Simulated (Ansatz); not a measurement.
ZnSnP2 in the chalcopyrite structure (space group I-42d, No. 122)

```xyz
8
Lattice="-2.8109 2.8109 5.6409 2.8109 -2.8109 5.6409 2.8109 2.8109 -5.6409" Properties=species:S:1:pos:R:3 pbc="T T T"
Zn     0.0000     2.8109     2.8204
Zn     0.0000     0.0000     0.0000
Sn     2.8109     0.0000     2.8204
Sn     0.0000     0.0000     5.6409
P      1.4055     1.2677    -1.4102
P      1.4055     1.5432     4.2306
P      1.5432    -1.4055     7.0511
P      1.2677     4.2164     1.4102
```

All numbers come from PBEsol (Ansatz, a program for electronic structure, PAW, spin-orbit coupling left out), earlier PAW set. Γ-centred 8×8×8 mesh, Fermi–Dirac width 0.05 eV.

Volume per atom: 22.29 Å³
Density: 4.58 g/cm³
Band gap: 0.79 eV, direct at Γ
Electron mass: 0.070 mₑ along c, 0.065 mₑ across
Total energy: -2677.890 eV/atom (σ→0; compares only within this code and set-up)

Effective masses come from finite differences of ±0.01 Å⁻¹. Stability against distortions was not tested.
